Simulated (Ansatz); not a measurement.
## PBE against r2SCAN: AlCo, isotropic strain −2.52 %

Base system: AlCo in the CsCl type structure (space group Pm-3m, No. 221; a = 2.8527 Å; not spin-polarised; relaxed with 0.1 eV smearing).

(Cell as relaxed with PBE.)

Levels (all Ansatz, a first-principles code, PAW, earlier PAW set): PBE (420 eV, spin-orbit coupling left out); r2SCAN (500 eV, without spin-orbit coupling).

Each level relaxes its own structure.

```
base                      PBE    r2SCAN
-------------------  --------  --------
volume per atom      11.61 Å³  11.26 Å³
lattice parameter a   2.853 Å   2.824 Å
band gap                 zero      zero
largest site moment   0.00 μB   0.17 μB
```

Perturbation: every lattice vector is shortened by 2.52 %; the atoms relax in the strained cell.

```csv
quantity,PBE,r2SCAN
pressure,16.1 GPa,___
energy relative to the base (free energy F),+40 meV/atom,___
band gap,zero,___
```

**Question.** Predict the r2SCAN column.

**Answer.** 
- pressure, r2SCAN: 17.5 GPa
- energy relative to the base (free energy F), r2SCAN: +42 meV/atom
- band gap, r2SCAN: zero

PBE's pressure lies 1.4 GPa below r2SCAN's; PBE's energy relative to the base lies 2.0 meV/atom below r2SCAN's; the two agree on the band gap. Neither level is exact; r2SCAN is the comparison here, not a measurement.

The magnetic state is the one reached from the starting moments; the real material's order can differ, and small cells can't hold many antiferromagnetic ones. Whether these cells are dynamically stable was not tested. Starting moments died away, wholly or in part, for the base and isotropic strain −2.52 %; another magnetic solution may exist. Spin-polarised in the final run: r2SCAN isotropic strain −2.52 % and r2SCAN base; the other runs are not.
